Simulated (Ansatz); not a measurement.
Al: response to strain

The parent structure is Al in the fcc (Cu type) structure (space group Fm-3m, No. 225; relaxed with 0.1 eV smearing).

```yaml
crystal:
  lattice:
    - [0.00000, 1.99683, 1.99683]
    - [1.99683, 0.00000, 1.99683]
    - [1.99683, 1.99683, 0.00000]
  atoms:
    - { symbol: Al, position: [0.00000, 0.00000, 0.00000] }
```

Cartesian axes are those of the cell as printed.

Strains are applied to the cell and any free atomic positions relax; under biaxial strain the out-of-plane vector relaxes too; under stress the whole cell relaxes.

Level of theory: r2SCAN (Ansatz, a first-principles code, PAW, no SOC).

Candidates:
(a) isotropic strain −1.57 %
(b) uniaxial strain ε_xx = +1.24 %
(c) uniaxial stress, 2 GPa compression along x
(d) tensor shear ε_xy = +2.96 %
(e) biaxial strain +2.29 %, plane normal [111], relaxed out of plane

Notes on the quantities. energy relative to the base: free energy F.

Problem. Order them by energy relative to the base, highest first.

Solution. (a) isotropic strain −1.57 % (+11 meV/atom), (d) tensor shear ε_xy = +2.96 % (+8.1 meV/atom), (e) biaxial strain +2.29 %, plane normal [111], relaxed out of plane (+7.3 meV/atom), (c) uniaxial stress, 2 GPa compression along x (+1.9 meV/atom), (b) uniaxial strain ε_xx = +1.24 % (+1.0 meV/atom)

Stability under load was not tested beyond the relaxation.
